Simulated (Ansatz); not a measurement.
## AlAs (model structure, started from the CsCl type, Pm-3m, No. 221, 2 atoms in the cell): enthalpy of formation by level of theory

No measured value is used here.

```tsv
level (code)	value (eV/atom)
PBE (Ansatz)	0.133
PBEsol (Ansatz)	0.090
PBE-D3(BJ) (Ansatz)	?
```

**Question.** Some entries are withheld; supply them.

**Answer.** 
- PBE-D3(BJ) (Ansatz, an electronic-structure program), value (eV/atom): 0.104

Each level is taken at its own relaxed cell. Ansatz's density-functional and Hartree–Fock values are scalar-relativistic unless marked +SOC, with PAW data made under PBE.

A model structure was made by putting elements into a prototype or built by hand; it is no filed structure, need not be a known phase, and can be a saddle point held by its symmetry.
